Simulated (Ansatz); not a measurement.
Start from SrHfO3 in the cubic perovskite structure (space group Pm-3m, No. 221; a = 4.106 Å).

Modification: a hydrostatic pressure of 0.7 GPa.

Levels (all Ansatz, an electronic-structure program, PAW, earlier PAW set): PBEsol (420 eV, no spin-orbit coupling); HSE06 (420 eV, no spin-orbit coupling); PBEsol+SOC (600 eV, spin-orbit coupling included).

At the geometry relaxed with PBEsol, these levels gave the following band gaps, in shuffled order: (a) 3.65 eV, (b) 5.39 eV, (c) 3.73 eV.

Task: Match each gap to its level.

Result: (a) PBEsol+SOC; (b) HSE06; (c) PBEsol.

Single points use the geometry relaxed with PBEsol. HSE06 gaps are upper bounds (no full band path). The spin-orbit shifts are approximate. With Hf present, leaving out spin-orbit coupling can change the band edges. Load acts through the strain it causes; cell and atoms are relaxed under it. Whether these cells are dynamically stable was not tested. Many cubic perovskites are stable only at high temperature; tilts and polar distortions were not tested.
